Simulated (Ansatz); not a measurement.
We consider SiO2 (Imma, No. 74, 12 atoms in the cell; start mp-600000; a measured phase of this formula has another space group), described by HSE06 (PAW; Ansatz, an electronic-structure program).

Settings: plane-wave cutoff 460 eV, 6×6×6 k mesh, Fermi–Dirac smearing 0.01 eV, scalar-relativistic PAW data made under PBE.

Cell (relaxed with PBEsol):

```cif
data_O16Si8
_chemical_formula_sum 'Si8 O16'
_space_group_name_H-M_alt 'Imma'
_space_group_IT_number 74
_space_group_name_Hall '-I 2b 2'
_cell_length_a 5.26399
_cell_length_b 9.57221
_cell_length_c 8.92099
_cell_angle_alpha 90.000
_cell_angle_beta 90.000
_cell_angle_gamma 90.000
loop_
_space_group_symop_operation_xyz
  'x, y, z'
  '-x, -y, -z'
  '-x, -y+1/2, z'
  'x, y+1/2, -z'
  'x, -y, -z'
  '-x, y, z'
  '-x, y+1/2, -z'
  'x, -y+1/2, z'
  'x+1/2, y+1/2, z+1/2'
  '-x+1/2, -y+1/2, -z+1/2'
  '-x+1/2, -y, z+1/2'
  'x+1/2, y, -z+1/2'
  'x+1/2, -y+1/2, -z+1/2'
  '-x+1/2, y+1/2, z+1/2'
  '-x+1/2, y, -z+1/2'
  'x+1/2, -y, z+1/2'
loop_
_atom_site_label
_atom_site_type_symbol
_atom_site_symmetry_multiplicity
_atom_site_Wyckoff_symbol
_atom_site_fract_x
_atom_site_fract_y
_atom_site_fract_z
_atom_site_occupancy
Si1 Si 8 h 0.00000 0.58435 0.15542 1
O1 O 4 e 0.00000 0.75000 0.11936 1
O2 O 8 g 0.25000 0.54149 0.25000 1
O3 O 4 a 0.00000 0.00000 0.00000 1
```
(The calculation used a cell of 12 atoms; values per cell refer to that cell.)

### Question
Estimate the band gap that the calculation returns.

### Answer

band gap: 7.13 eV (on the SCF k mesh) (direct)

Note: cell and atoms aren't relaxed at this level (largest force component 0.21 eV/Å, pressure -1.8 GPa).

The computed numbers hold no vibrational or temperature effects.

The result took very roughly 40 core-minutes.

A start named mp-… is a Materials Project structure, which need not be a measured phase.
